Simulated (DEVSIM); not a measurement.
Structure: Ni/SiO2/n-Si capacitor, at 300 K.

| layer (left to right) | material | thickness (nm) | Nd (cm⁻³) |
|---|---|---|---|
| 1 | SiO2 | 35.0 | - |
| 2 | Si | 1100 | 2.8e17 |

Metal gate on the left, work function 5.1 eV. Fixed charge at the semiconductor interface -1.8e11 cm⁻² (in units of +e); no interface traps.

Constants are typed, rounded textbook-type inputs, not results; the design itself was drawn at random and stands for no fabricated device. Values at 300 K.

| parameter | SiO2 | Si |
|---|---|---|
| gap (eV) | 9 | 1.124 |
| affinity (eV) | 0.9 | 4.05 |
| permittivity | 3.9 | 11.7 |
| Nc (cm⁻³) | - | 2.86e19 |
| Nv (cm⁻³) | - | 3.1e19 |

DEVSIM, 1D Poisson equation in equilibrium, Boltzmann statistics, complete ionisation; no quantum confinement or tunnelling. Metal contacts follow the ideal Schottky-Mott rule: no Fermi-level pinning, no interface dipoles.

The substrate doping was swept, all else fixed.

```json
[
 {"substrate doping (cm^-3)": "1.4e16", "flat-band voltage (V)": "1.14", "minimum of the low-frequency capacitance (μF/cm²)": "0.0309"},
 {"substrate doping (cm^-3)": "2.8e16", "flat-band voltage (V)": "1.16", "minimum of the low-frequency capacitance (μF/cm²)": "0.0380"},
 {"substrate doping (cm^-3)": "5.6e16", "flat-band voltage (V)": "1.18", "minimum of the low-frequency capacitance (μF/cm²)": "0.0467"},
 {"substrate doping (cm^-3)": "1.4e17", "flat-band voltage (V)": "1.20", "minimum of the low-frequency capacitance (μF/cm²)": "0.0567"},
 {"substrate doping (cm^-3)": "2.8e17", "flat-band voltage (V)": "1.22", "minimum of the low-frequency capacitance (μF/cm²)": "0.0636"},
 {"substrate doping (cm^-3)": "5.6e17", "flat-band voltage (V)": "1.24", "minimum of the low-frequency capacitance (μF/cm²)": "0.0706"}
]
```

From the first row to the last the flat-band voltage goes from 1.14 to 1.24. From the first row to the last the minimum of the low-frequency capacitance goes from 0.0309 to 0.0706.
